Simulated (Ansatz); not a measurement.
## Response to strain in GaSb

The reference is GaSb in the zinc blende structure (space group F-43m, No. 216; a = 6.049 Å).

Strains are applied to the cell and any free atomic positions relax.

Level of theory: Ansatz (a program for electronic structure) LDA, no spin-orbit coupling.

```tsv
isotropic strain (%)	pressure (GPa)
-2.5	5.1
-1.5	2.8
0	0.0
0.5	?
1	-1.5
1.5	-2.2
2	-2.9
2.5	-3.5
3	-4.0
```

Question: Fit P = P₀ − Bδ + Cδ² with δ = (1 + ε)³ − 1 to the rows shown and predict the withheld row.

Answer: Least squares on the printed values gives P₀ = 0.0 GPa, B = 57.3 GPa, C = 150 GPa (largest residual 0.1 GPa); this predicts -0.8 GPa, and the run gives -0.8 GPa, in agreement.

No phonon test of stability was made. All final runs are without spin polarisation.
